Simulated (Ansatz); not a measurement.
We consider BaGaHO₂ (model structure, started from the SrVO2H type, P4/mmm, No. 123, 5 atoms in the cell), described by PBEsol in Ansatz (PAW).

Numerical settings: plane-wave cutoff 520 eV, 14×14×14 k mesh, Fermi–Dirac smearing 0.05 eV, scalar-relativistic PAW data made under PBE.

Cell (relaxed at this level):

```cif
data_HBaGaO2
_chemical_formula_sum 'Ba1 Ga1 O2 H1'
_space_group_name_H-M_alt 'P4/mmm'
_space_group_IT_number 123
_space_group_name_Hall '-P 4 2'
_cell_length_a 3.97483
_cell_length_b 3.97483
_cell_length_c 3.84766
_cell_angle_alpha 90.000
_cell_angle_beta 90.000
_cell_angle_gamma 90.000
loop_
_atom_site_label
_atom_site_type_symbol
_atom_site_symmetry_multiplicity
_atom_site_Wyckoff_symbol
_atom_site_fract_x
_atom_site_fract_y
_atom_site_fract_z
_atom_site_occupancy
Ba1 Ba 1 d 0.50000 0.50000 0.50000 1
Ga1 Ga 1 a 0.00000 0.00000 0.00000 1
O1 O 2 f 0.00000 0.50000 0.00000 1
H1 H 1 b 0.00000 0.00000 0.50000 1
```

**Question.** What does this level give for the band gap, smallest direct gap on the k points sampled and direct gap at Γ?

**Answer.** 
* **band gap**: 0.35 eV
* **smallest direct gap on the k points sampled**: 0.47 eV
* **direct gap at Γ**: 4.72 eV

Note: the relaxation could raise the start's symmetry but not lower it, so the cell can be a saddle point.

Spin–orbit coupling is not included.

Static lattice: no zero-point or thermal effects.

A model structure was made by putting elements into a prototype or built by hand; it is no filed structure, need not be a known phase, and can be a saddle point held by its symmetry.

Ansatz is an electronic-structure program.
